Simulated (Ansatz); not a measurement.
Consider the following.

```yaml
crystal:
  lattice:
    - [2.49227, 1.55585, 4.51789]
    - [-2.49227, 1.55585, 4.51789]
    - [0.00000, -2.76089, 4.40523]
  atoms:
    - { symbol: Ga, position: [0.35706, 0.35785, 0.35204] }
    - { symbol: Ga, position: [0.14215, 0.14294, 0.14796] }
    - { symbol: Ga, position: [0.64294, 0.64215, 0.64796] }
    - { symbol: Ga, position: [0.85785, 0.85706, 0.85204] }
    - { symbol: O, position: [0.55343, 0.94657, 0.25000] }
    - { symbol: O, position: [0.25170, 0.55376, 0.94542] }
    - { symbol: O, position: [0.94624, 0.24830, 0.55458] }
    - { symbol: O, position: [0.44657, 0.05343, 0.75000] }
    - { symbol: O, position: [0.74830, 0.44624, 0.05458] }
    - { symbol: O, position: [0.05376, 0.75170, 0.44542] }
```

No spin polarisation.

Method: r2SCAN, PAW, 500 eV (Ansatz, an electronic-structure program; no SOC), earlier PAW set. Γ-centred 8×8×8 mesh, Fermi–Dirac width 0.05 eV.

Q: What stress (xx, yy, zz, yz, xz, xy; compression positive) does the calculation give?

A: (-0.59, 1.70, 0.72, -4.51, 0.00, 0.00) GPa.

Q: What is the computed smallest direct gap?

A: 3.78 eV.

Q: Predict the gap character.

A: Indirect, Γ–C (50 % along) → Γ.

The cells carry an imposed strain or load. Stability against distortions was not tested. The cell was made from Ga₂O₃ in the corundum structure (space group R-3c, No. 167) by this change: tensor shear ε_yz = +2.61 %.
